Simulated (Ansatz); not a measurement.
## What pressure 4.2 GPa does to GeSe

The reference is GeSe in the GeS type structure (space group Pnma, No. 62; a = 10.961 Å, b = 3.876 Å, c = 4.432 Å; layered, stacked along the Cartesian x axis).

Perturbation: cell and atoms relaxed at a pressure of 4.2 GPa.

Calculations: PBE-D3(BJ) (Ansatz, a first-principles code), no SOC. Γ-centred 3×9×8 mesh, Fermi–Dirac width 0.05 eV.

* **Volume per atom**: 20.41 Å³ (base 23.54 Å³)
* **Density**: 6.17 g/cm³ (base 5.35 g/cm³)
* **Enthalpy H = E + PV relative to the base's energy**: +0.59 eV/atom
* **Band gap**: zero (base 0.73 eV)

Load acts through the strain it causes; cell and atoms are relaxed under it. No phonon test of stability was made. All final runs are without spin polarisation. Gaps under 0.05 eV, about the width of the smearing, are given as zero. The D3 term's C6 switches between coordination references near this geometry, which can add small steps to energies. A zero or small gap of GeSe under pressure 4.2 GPa can be the functional's error rather than a property of the material.
